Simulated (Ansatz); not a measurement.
**1T (CdI2-type) GeI₂ (model structure)**

Level of theory: LDA (Ansatz, a program for electronic structure, PAW).

Cell: relaxed at this level.

| Quantity | Result |
|---|---|
| interlayer binding energy | 9.1 meV/Å² |
| layer repeat distance | 6.649 Å |
| gap between the layers | 3.198 Å |

Note: the relaxation could raise the start's symmetry but not lower it, so the cell can be a saddle point.

Spin–orbit coupling is not included.

Computing time: about 5 core-minutes (a rough figure).

A model structure was made by putting elements into a prototype or built by hand; it is no filed structure, need not be a known phase, and can be a saddle point held by its symmetry.
